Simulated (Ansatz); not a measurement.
Carrier properties of GaAs under load (space group R3m)

```
CELL_PARAMETERS angstrom
     -0.01550     2.82124     2.82124
      2.82124    -0.01550     2.82124
      2.82124     2.82124    -0.01550
ATOMIC_POSITIONS crystal
  Ga 0.99963 0.99963 0.99963
  As 0.25037 0.25037 0.25037
```

All values below come from r2SCAN with spin-orbit coupling, rigid bands (plane waves, PAW; Ansatz, an electronic-structure program). Condition of this run: uniaxial stress along [111] of 1 GPa (compression positive) (the target of the relaxation). Geometry: cell and atoms relaxed with r2SCAN, then loaded as said.

```json
{
 "band_gap": "0.87 eV",
 "electron conductivity mass (300 K, dilute)": "0.059 mₑ",
 "hole conductivity mass (300 K, dilute)": "0.36 mₑ",
 "effective density of states N_c (300 K)": "3.3e17 cm⁻³",
 "effective density of states N_v (300 K)": "6.3e18 cm⁻³",
 "density_of_states_mass_electrons": "0.056 mₑ",
 "density_of_states_mass_holes": "0.40 mₑ",
 "Seebeck coefficient, n-type 1e19 cm⁻³, 300 K": "-54 μV/K",
 "Seebeck coefficient, p-type 1e19 cm⁻³, 300 K": "233 μV/K"
}
```

Rigid bands; masses and Seebeck coefficients take one relaxation time τ for all states and one kind of carrier; polarons and phonon drag are left out.
